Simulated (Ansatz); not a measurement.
An Ansatz (a quantum-chemistry and plane-wave program) run: Se with a change (uniaxial strain ε_xx = +0.59 %); r2SCAN, PAW, 500 eV (Ansatz; no SOC), earlier PAW set.

Input:

Ansatz 0.2 input:
```yaml
crystal:
  lattice:
    - [4.5331669977, 0, 0]
    - [-2.2665834989, 3.9028111936, 0]
    - [0, 0, 4.9888365264]
  atoms:
    - { symbol: Se, position: [0.2168871289, 0, 0.8333333333] }
    - { symbol: Se, position: [0, 0.2168871289, 0.1666666667] }
    - { symbol: Se, position: [0.7831128711, 0.7831128711, 0.5] }
basis: { ecutwfc: 500, ecutrho_ratio: 4, xc_grid: 4, fft_grid_basis: typed }
kpoints: { mp_grid: { grid: [9, 9, 7] } }
hamiltonian:
  xc: r2scan
  dispersion: none
  pseudopotentials: { azcp: { folder: ./paw }, kind: paw }
scf: { occupations: { method: fermi_dirac, width: 0.05 }, convergence: { dr2_threshold: 0.0000000003 } }
relax: { f_tol: 0.005, max_steps: 50 }
output: { forces: true, stress: true }
checkpoint: { write: state.ck, write_every: 1000 }
```

Output (explanatory and most iteration lines left out):

```
Relaxation: its limit of steps is 50 (relax.max_steps)
Pseudopotential: Se, paw, valence charge 16
Crystal: 3 atoms, lattice volume = 88.263 Å³
Basis set: ecut = 500 eV, 2221 PW (Γ), exchange–correlation on 144×144×160 points (64 copies of the dense FFT grid, shifted against one another)
Bands: 29, of which v1, the nominal top of the filled ones, is band 24 counted from 1 (23 counted from 0)
Symmetry: 2 space group operations
Space group: C2 (ITA 5), of the structure as read, at distance tolerance 4.5e-5 Å
k-points: 160 of 567 (time reversal used)
Functional: x = r2scan, c = r2scan; τ floored in thin density (d = 2e-4 eV/Å³)
SCF iter   1: F=—  HF=-16434.401115 eV  |F-HF|=—  |Δ(HF+E_count)|=         —  Δρ=2.82e-2  dr2=4.46e-1  dr2_τ=9.38e-3  ethr=9.35e-4  ⟨swp⟩=1.0  Hψ=24901  notcnv=0
SCF iter   2: F=—  HF=-16434.411191 eV  |F-HF|=—  |Δ(HF+E_count)|=   1.01e-2  Δρ=1.62e-2  dr2=1.51e-1  dr2_τ=9.10e-4  ethr=9.28e-4  ⟨swp⟩=2.0  Hψ=5441  notcnv=0
SCF 1 converged in 10 iterations: F = -16434.420189 eV  dr2 = 4.86e-11
relax step   1: F+E_penalty+E_count = -16434.42018924 eV  Δ(F+E_penalty+E_count) = +0.000e0 eV  max|allowed force component| = 7.510e-2 eV/Å  Δτ_max = 0.0000 Å  (10 SCF iters, accepted)
Crystal: 3 atoms, lattice volume = 88.263 Å³
SCF iter   1: F=—  HF=-16434.420393 eV  |F-HF|=—  |Δ(HF+E_count)|=         —  Δρ=2.95e-4  dr2=4.87e-5  dr2_τ=8.70e-5  ethr=1.01e-7  ⟨swp⟩=2.0  Hψ=14685  notcnv=0  defer=59
SCF iter   2: F=—  HF=-16434.420522 eV  |F-HF|=—  |Δ(HF+E_count)|=   1.29e-4  Δρ=1.65e-4  dr2=1.54e-5  dr2_τ=1.05e-7  ethr=1.01e-7  ⟨swp⟩=2.0  Hψ=6017  notcnv=0  defer=59
SCF 2 converged in 7 iterations: F = -16434.420523 eV  dr2 = 2.81e-10
relax step   2: F+E_penalty+E_count = -16434.42052300 eV  Δ(F+E_penalty+E_count) = -3.338e-4 eV  max|allowed force component| = 1.463e-2 eV/Å  Δτ_max = 0.0056 Å  (7 SCF iters, accepted)
Crystal: 3 atoms, lattice volume = 88.263 Å³
SCF iter   1: F=—  HF=-16434.420531 eV  |F-HF|=—  |Δ(HF+E_count)|=         —  Δρ=8.36e-5  dr2=6.06e-6  dr2_τ=5.01e-6  ethr=6.67e-8  ⟨swp⟩=2.1  Hψ=9397  notcnv=0  defer=63
SCF iter   2: F=—  HF=-16434.420538 eV  |F-HF|=—  |Δ(HF+E_count)|=   6.58e-6  Δρ=4.62e-5  dr2=1.32e-6  dr2_τ=1.97e-8  ethr=1.26e-8  ⟨swp⟩=2.0  Hψ=7360  notcnv=0  defer=63
SCF 3 converged in 6 iterations: F = -16434.420537 eV  dr2 = 1.80e-10
relax step   3: F+E_penalty+E_count = -16434.42053737 eV  Δ(F+E_penalty+E_count) = -1.436e-5 eV  max|allowed force component| = 4.385e-3 eV/Å  Δτ_max = 0.0012 Å  (6 SCF iters, accepted)
Crystal: 3 atoms, lattice volume = 88.263 Å³
SCF iter   1: F=—  HF=-16434.420537 eV  |F-HF|=—  |Δ(HF+E_count)|=         —  Δρ=4.81e-7  dr2=1.80e-10  dr2_τ=2.74e-12  ethr=1.00e-12  ⟨swp⟩=1.6  Hψ=18766  notcnv=0  defer=5
SCF iter   2: F=-16434.420537 eV  HF=-16434.420537 eV  |F-HF|=7.64e-11  |Δ(HF+E_count)|=  1.20e-10  Δρ=3.12e-7  dr2=8.36e-11  dr2_τ=1.03e-12  ethr=1.00e-12  ⟨swp⟩=4.0  Hψ=13603  notcnv=0
SCF 4 converged in 2 iterations: F = -16434.420537 eV  dr2 = 8.36e-11
SCF converged after 2 iterations
Free energy (F): -16434.420537 eV
Internal energy: -16434.420537 eV  (E = F + TS)
E sigma→0 (E₀):  -16434.420537 eV
Entropy (-TS):   -0.000000 eV (-0.000 meV/atom)
Fermi energy:    6.004157 eV
--- Forces (eV/Å), atoms counted from 1 ---
  atom   1  Se    -0.00111647    -0.00000000     0.00000000
  atom   2  Se     0.00055668     0.00438604    -0.00113740
  atom   3  Se     0.00055668    -0.00438604     0.00113740
--- Stress (GPa, compression-positive) ---
       -0.071973      -0.000000       0.000000
       -0.000000      -0.014119      -0.034556
        0.000000      -0.034556      -0.065535
  P = ⅓ Tr σ = -0.0505 GPa (-0.505 kbar)
--- Relaxed structure (3 steps of the walk, 3 accepted, 0 SCFs on fresh bases) ---
  atoms:
    - { symbol: Se, position: [0.21575735818085962, -5.3412310291029516e-20, 0.8333333333333335] }
    - { symbol: Se, position: [0.00039486158267242055, 0.21654708134620443, 0.1665094900690992] }
    - { symbol: Se, position: [0.7838477802364681, 0.7834529186537957, 0.5001571765975676] }
```

No phonon test of stability was made. The cell was made from Se (space group P3_121, No. 152; made of chains) by this change: uniaxial strain ε_xx = +0.59 %. No dispersion term is included, though the crystal is made of layers, chains or molecules, so its spacings can come out too wide.
